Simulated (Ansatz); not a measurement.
Reference: BAs (F-43m), PBEsol, rigid bands (plane waves, PAW, scalar-relativistic; Ansatz, an electronic-structure program); geometry: cell and atoms relaxed with PBEsol.

```cif
data_As4B4
_chemical_formula_sum 'B4 As4'
_space_group_name_H-M_alt 'F-43m'
_space_group_IT_number 216
_space_group_name_Hall 'F -4 2 3'
_cell_length_a 4.76793
_cell_length_b 4.76793
_cell_length_c 4.76793
_cell_angle_alpha 90.000
_cell_angle_beta 90.000
_cell_angle_gamma 90.000
loop_
_atom_site_label
_atom_site_type_symbol
_atom_site_symmetry_multiplicity
_atom_site_Wyckoff_symbol
_atom_site_fract_x
_atom_site_fract_y
_atom_site_fract_z
_atom_site_occupancy
B1 B 4 d 0.75000 0.75000 0.75000 1
As1 As 4 a 0.00000 0.00000 0.00000 1
```
(The calculation used a cell of 2 atoms; values per cell refer to that cell.)

- band gap = 1.08 eV
- electron conductivity mass = 0.30 mₑ
- Seebeck coefficient, n-type 1e19 cm⁻³ = -322 μV/K

Swap B for Al, keeping the structure type. How do these values move?

AlAs (F-43m): volume per atom 13.5 to 22.8 Å³; band gap rises (1.08 eV to 1.34 eV); electron conductivity mass rises (0.30 mₑ to 0.33 mₑ); Seebeck coefficient, n-type 1e19 cm⁻³ falls in size (-322 μV/K to -263 μV/K).

Swap As for N, keeping the structure type. How do these values move?

BN (F-43m): volume per atom 13.5 to 5.9 Å³; band gap rises (1.08 eV to 4.30 eV); electron conductivity mass rises (0.30 mₑ to 0.39 mₑ); Seebeck coefficient, n-type 1e19 cm⁻³ falls in size (-322 μV/K to -283 μV/K).

Swap B for Ga, keeping the structure type. How do these values move?

GaAs (F-43m): volume per atom 13.5 to 22.6 Å³; band gap falls (1.08 eV to 0.42 eV); electron conductivity mass falls (0.30 mₑ to 0.033 mₑ); Seebeck coefficient, n-type 1e19 cm⁻³ falls in size (-322 μV/K to -33 μV/K).

Moves up to 5 % count as about the same. Masses are for dilute carriers at 300 K, harmonic means over directions unless an axis is named. Seebeck coefficients are for the stated density at 300 K, with one relaxation time for all states and whether or not that doping can be reached. Spin-orbit coupling is left out.
